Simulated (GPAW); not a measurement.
## Input and output of a self-consistent single point for Hf (P6_3/mmc, 2 atoms in the cell) (GPAW)

Level of theory: PBE, GPAW PAW datasets PBE (gpaw-data 1.0.1) (plane waves; GPAW).

This input was run:

```python
from ase import Atoms
from ase.units import GPa
from gpaw import GPAW

atoms = Atoms(['Hf', 'Hf'],
              cell=[[3.220154, 0.000000, 0.000000],
                    [-1.610077, 2.788735, 0.000000],
                    [0.000000, 0.000000, 5.088932]],
              scaled_positions=[[0.333333, 0.666667, 0.250000],
                                [0.666667, 0.333333, 0.750000]],
              pbc=True)

calc = GPAW(mode={'name': 'pw', 'ecut': 600},
            xc='PBE',
            kpts={'size': (16, 16, 9), 'gamma': True},
            occupations={'name': 'methfessel-paxton', 'width': 0.136, 'order': 0},
            nbands=-6,
            convergence={'density': 1e-05},
            symmetry={'symmorphic': False, 'tolerance': 0.0005},
            maxiter=150)

atoms.calc = calc

energy = atoms.get_potential_energy()
print('Energy (eV):', round(energy, 6))
forces = atoms.get_forces()
print('Forces (eV/Ang):')
print(forces.round(5))
stress = atoms.get_stress()
print('Stress (GPa, Voigt):', (stress / GPa).round(4))
```

Output, abridged:

```
Input parameters:
  convergence: {density: 1e-05}
  kpts: {gamma: True,
         size: (16, 16, 9)}
  maxiter: 150
  mode: {ecut: 600,
         name: pw}
  nbands: -6
  occupations: {name: methfessel-paxton,
                order: 0,
                width: 0.136}
  symmetry: {symmorphic: False,
             tolerance: 0.0005}
  xc: PBE

species:
  Hf:
    name: Hafnium
    Z: 72.0
    valence: 12
    core: 60
    charge: 0.0
    file: Hf.PBE.gz

    # Using partial waves for Hf as LCAO basis

Reference energy: -819772.230551  # eV

Spin-paired calculation

Convergence criteria:
 Maximum [total energy] change in last 3 cyles: 0.0005 eV / valence electron
 Maximum integral of absolute [dens]ity change: 1e-05 electrons / valence electron
 Maximum integral of absolute [eigenst]ate change: 4e-08 eV^2 / valence electron
 Maximum number of scf [iter]ations: 150

Symmetries present (total): 24
Symmetries with fractional translations: 12
2304 k-points: 16 x 16 x 9 Monkhorst-Pack grid + [1/32,1/32,0.000000]
150 k-points in the irreducible part of the Brillouin zone
       k-points in crystal coordinates                weights
   0:     0.00000000    0.00000000    0.00000000          1/2304
   1:     0.00000000    0.00000000    0.11111111          2/2304
   2:     0.00000000    0.00000000    0.22222222          2/2304
   [... 7 lines left out ...]
          ...
 149:     0.50000000    0.50000000    0.44444444          6/2304

Wave functions: Plane wave expansion
  Cutoff energy: 600.000 eV
  Number of coefficients (min, max): 1504, 1548
  Pulay-stress correction: 0.000000 eV/Ang^3 (de/decut=0.000000)

Occupation numbers: Methfessel-Paxton:
  width: 0.1360  # eV
  order: 0

Eigensolver

Densities:
  Coarse grid: 20*20*30 grid
  Fine grid: 40*40*60 grid
  Total Charge: 0.000000

Density mixing:
  Method: separate
  Backend: pulay
  Linear mixing parameter: 0.05
  old densities: 5
  Damping of long wavelength oscillations: 50

Hamiltonian:
  XC and Coulomb potentials evaluated on a 40*40*60 grid
  External potential:
    NoExternalPotential

XC parameters: PBE with 2 nearest neighbor stencil

Number of atoms: 2
Number of atomic orbitals: 26
Number of bands in calculation: 18
Number of valence electrons: 24
Bands to converge: occupied

Density initialized from atomic densities
  18 bands from LCAO basis set

Atomic positions and initial magnetic moments

Positions:
   0 Hf    -0.000002    1.859158    1.272233    ( 0.0000,  0.0000,  0.0000)
   1 Hf     1.610079    0.929577    3.816699    ( 0.0000,  0.0000,  0.0000)

Unit cell:
           periodic     x           y           z      points  spacing
  1. axis:    yes    3.220154    0.000000    0.000000    20     0.1394
  2. axis:    yes   -1.610077    2.788735    0.000000    20     0.1394
  3. axis:    yes    0.000000    0.000000    5.088932    30     0.1696

  Lengths:   3.220154   3.220154   5.088932
  Angles:   90.000000  90.000000 120.000001

Effective grid spacing dv^(1/3) = 0.1562

     iter     time        total  log10-change:
                         energy   eigst   dens
iter:   1 --:--:--   -15.241804
iter:   2 --:--:--   -15.220681   -1.55  -1.30
iter:   3 --:--:--   -15.062363   -0.95  -1.32
iter:   4 --:--:--   -15.064007   -2.12  -2.15
iter:   5 --:--:--   -15.052667c  -3.37  -2.13
iter:   6 --:--:--   -15.030731   -2.24  -2.17
iter:   7 --:--:--   -15.031037   -3.45  -2.98
iter:   8 --:--:--   -15.031461c  -3.46  -2.95
iter:   9 --:--:--   -15.032213c  -3.88  -2.94
iter:  10 --:--:--   -15.040224c  -2.96  -2.79
iter:  11 --:--:--   -15.040484c  -3.97  -2.28
iter:  12 --:--:--   -15.034784c  -3.69  -2.26
iter:  13 --:--:--   -15.031558c  -3.35  -2.43
   [... 3 lines left out ...]
iter:  17 --:--:--   -15.031013c  -4.16  -3.03
iter:  18 --:--:--   -15.031023c  -5.44  -3.85
iter:  19 --:--:--   -15.031024c  -6.33  -3.88
iter:  20 --:--:--   -15.031020c  -5.51  -3.90
iter:  21 --:--:--   -15.031021c  -6.73  -4.05
iter:  22 --:--:--   -15.031021c  -8.28c -4.49
iter:  23 --:--:--   -15.031020c  -7.83c -4.52
iter:  24 --:--:--   -15.031021c  -7.18  -4.72
iter:  25 --:--:--   -15.031020c  -7.28  -4.52
iter:  26 --:--:--   -15.031020c  -8.62c -4.86
iter:  27 --:--:--   -15.031020c  -8.54c -4.86
iter:  28 --:--:--   -15.031020c  -7.67c -4.85
iter:  29 --:--:--   -15.031020c  -9.49c -5.72c

Converged after 29 iterations.

Dipole moment: (-0.000000, 0.000000, -0.000000) |e|*Ang

Energy contributions relative to reference atoms: (reference = -819772.230551)

Kinetic:        +11.473023
Potential:      -11.509437
External:        +0.000000
XC:             -14.007343
Entropy (-ST):   -0.014117
Local:           -0.980205
SIC:             +0.000000
--------------------------
Free energy:    -15.038078
Extrapolated:   -15.031020

Showing only first 2 kpts
 Kpt  Band  Eigenvalues  Occupancy
  0    10     10.26920    0.00000
  0    11     10.89395    0.00000
  0    12     10.89396    0.00000
  0    13     11.17664    0.00000

  1    10     10.11736    0.00005
  1    11     10.82752    0.00000
  1    12     10.82753    0.00000
  1    13     11.07830    0.00000

Fermi level: 9.72552

No gap
No difference between direct/indirect transitions
Energy (eV): -15.03102

Forces in eV/Ang:
  0 Hf   -0.00000   -0.00000   -0.00000
  1 Hf    0.00000    0.00000    0.00000

Stress tensor:
     0.007379     0.000000     0.000000
     0.000000     0.007379    -0.000000
     0.000000    -0.000000     0.007294
Stress (GPa, Voigt): [ 1.1823  1.1823  1.1687 -0.      0.      0.    ]
```

The run converged in 29 iterations. GPAW prints stress with tension positive.

The starting cell comes from a database of computed structures (which also holds hypothetical and non-ambient phases and stackings), without a prior relaxation at this level. Its lattice was rescaled by a random factor within 2.5 % of one. Spin-orbit coupling is off.

Cost on one core of a shared machine: roughly 60 s.
